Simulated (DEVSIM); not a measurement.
System: Mo/SiO2/n-Si capacitor, at 300 K.

| layer (left to right) | material | thickness (nm) | Nd (cm⁻³) |
|---|---|---|---|
| 1 | SiO2 | 16.0 | - |
| 2 | Si | 1300 | 2e17 |

Metal gate on the left, work function 4.6 eV. Fixed charge at the semiconductor interface 0 cm⁻² (in units of +e); no interface traps.

This is a model device: material constants are rounded textbook-type values typed into the input, and sizes, dopings and lifetimes were drawn at random. Values at 300 K.

```
parameter      SiO2       Si
-------------  ----  -------
gap (eV)          9    1.124
affinity (eV)   0.9     4.05
permittivity    3.9     11.7
Nc (cm⁻³)         -  2.86e19
Nv (cm⁻³)         -   3.1e19
```

Model (solved in DEVSIM): 1D Poisson equation in equilibrium, Boltzmann statistics, complete ionisation; no quantum confinement or tunnelling. Metal contacts follow the ideal Schottky-Mott rule: no Fermi-level pinning, no interface dipoles.

The interface trap density was swept, all else fixed.

```json
[
 {"interface trap density (cm^-2 eV^-1)": "0", "flat-band voltage (V)": "0.42", "minimum of the low-frequency capacitance (μF/cm²)": "0.0899"},
 {"interface trap density (cm^-2 eV^-1)": "1e10", "flat-band voltage (V)": "0.42", "minimum of the low-frequency capacitance (μF/cm²)": "0.0904"},
 {"interface trap density (cm^-2 eV^-1)": "1e11", "flat-band voltage (V)": "0.44", "minimum of the low-frequency capacitance (μF/cm²)": "0.0948"},
 {"interface trap density (cm^-2 eV^-1)": "3e11", "flat-band voltage (V)": "0.47", "minimum of the low-frequency capacitance (μF/cm²)": "0.105"},
 {"interface trap density (cm^-2 eV^-1)": "1e12", "flat-band voltage (V)": "0.58", "minimum of the low-frequency capacitance (μF/cm²)": "0.128"},
 {"interface trap density (cm^-2 eV^-1)": "2e12", "flat-band voltage (V)": "0.73", "minimum of the low-frequency capacitance (μF/cm²)": "0.148"}
]
```

From the first row to the last the flat-band voltage goes from 0.42 to 0.73. From the first row to the last the minimum of the low-frequency capacitance goes from 0.0899 to 0.148.
